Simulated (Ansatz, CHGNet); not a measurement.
For Ge2Sb2Te5 (model structure, started from the Ge2Sb2Te5-Kooi type, P-3m1, No. 164, 9 atoms in the cell), the machine-learned potential CHGNet-r²SCAN (trained on r²SCAN data) gives:

| Property | Result |
|---|---|
| lattice constant a | 4.253 Å |
| lattice parameter c | 18.353 Å |

What does r²SCAN in Ansatz (plane waves, PAW) give for the same quantities?


- lattice constant a: 4.269 Å (rises by 0.4 %)
- lattice parameter c: 17.577 Å (falls by 4.2 %)

Changes are worked out from the printed values.

Unless a cell is named, each level is at its own relaxed cell (CHGNet-r²SCAN 31.94, r²SCAN 30.82 Å³/atom).

Ansatz's density-functional and Hartree–Fock values are scalar-relativistic unless marked +SOC, with PAW data made under PBE.

A model structure was made by putting elements into a prototype or built by hand; it is no filed structure, need not be a known phase, and can be a saddle point held by its symmetry.

Ansatz is a quantum-chemistry and plane-wave program.
